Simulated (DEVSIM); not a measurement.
# illuminated Si n-on-p cell, one wavelength, with a back-surface field

Structure: illuminated Si n-on-p cell, one wavelength, with a back-surface field, at 400 K.

```
layer (left to right)  material  thickness (μm)  Nd (cm⁻³)  Na (cm⁻³)  τn (s)  τp (s)  absorption coefficient (cm⁻¹)
---------------------  --------  --------------  ---------  ---------  ------  ------  -----------------------------
1                            Si           0.810     1.5e18          -  3.4e-6  4.6e-7                            180
2                            Si            24.0          -     4.3e15  4.2e-6  4.2e-6                            180
3                            Si           0.340          -     3.4e18  4.2e-6  4.2e-6                            180
```

Left contact: ohmic, minority hole recombination velocity 3e6 cm/s. Right contact: ohmic, minority electron recombination velocity 8e5 cm/s. Voltage is applied to the left contact. Recombination: SRH at mid-gap, radiative, Auger. Light enters at the left, 4.3e17 photons cm⁻² s⁻¹, one pass, no reflection. Mobility is μmin + (μ − μmin)/(1 + (N/Nref)^α).

The device is made up for the run: typed textbook-type constants, with dimensions and the other settings drawn at random. Values at 300 K; Nc and Nv go as T^1.5, mobilities as T to minus their exponent, the gap by Varshni's rule with the affinity fixed.

```csv
parameter,Si
gap (eV),1.124
affinity (eV),4.05
permittivity,11.7
Nc (cm⁻³),2.86e19
Nv (cm⁻³),3.1e19
μn (cm²/Vs),1417
μp (cm²/Vs),470
"μn,min",52
"μp,min",45
"Nref,n",9.7e16
"Nref,p",2.2e17
αn,0.68
αp,0.72
T exponent of μn,2.3
T exponent of μp,2.2
B (cm³/s),4.7e-15
Cn (cm⁶/s),2.8e-31
Cp (cm⁶/s),9.9e-32
Varshni α (eV/K),0.000473
Varshni β (K),636
```

DEVSIM, 1D drift-diffusion, Boltzmann statistics, complete ionisation; no tunnelling, impact ionisation, image-force lowering or self-heating.

The potential step across the device at zero bias is 0.889 V and the dark forward voltage at 1 A/cm² comes out as 0.507 V. The dark forward voltage at 100 A/cm² is 0.696 V and the short-circuit current comes out as 23.9 mA/cm². The open-circuit voltage comes out as 0.352 V and the fill factor is 0.69. The largest power comes out as 5.83 mW/cm² and the share of generated pairs collected at short circuit is 0.954.

Dark forward current:

```
V (V)  J (A/cm²)
-----  ---------
-0.05    -4.0e-6
-0.10    -1.9e-5
-0.15    -7.9e-5
-0.20   -0.00032
-0.25    -0.0013
-0.30    -0.0056
-0.35     -0.023
-0.40     -0.084
-0.45      -0.27
-0.50      -0.85
-0.55       -2.8
-0.60       -9.7
-0.65        -34
-0.70       -110
-0.75       -320
-0.80       -800
-0.85      -1700
-0.90      -3200
```

Current under light (generator sign):

```json
[
 {"V (V)": "0.00", "J (mA/cm²)": "23.9"},
 {"V (V)": "0.04", "J (mA/cm²)": "23.9"},
 {"V (V)": "0.08", "J (mA/cm²)": "23.9"},
 {"V (V)": "0.12", "J (mA/cm²)": "23.9"},
 {"V (V)": "0.16", "J (mA/cm²)": "23.8"},
 {"V (V)": "0.20", "J (mA/cm²)": "23.6"},
 {"V (V)": "0.22", "J (mA/cm²)": "23.3"},
 {"V (V)": "0.24", "J (mA/cm²)": "22.9"},
 {"V (V)": "0.26", "J (mA/cm²)": "22.1"},
 {"V (V)": "0.28", "J (mA/cm²)": "20.7"},
 {"V (V)": "0.30", "J (mA/cm²)": "18.3"},
 {"V (V)": "0.32", "J (mA/cm²)": "14.1"},
 {"V (V)": "0.34", "J (mA/cm²)": "6.71"},
 {"V (V)": "0.36", "J (mA/cm²)": "-5.81"}
]
```
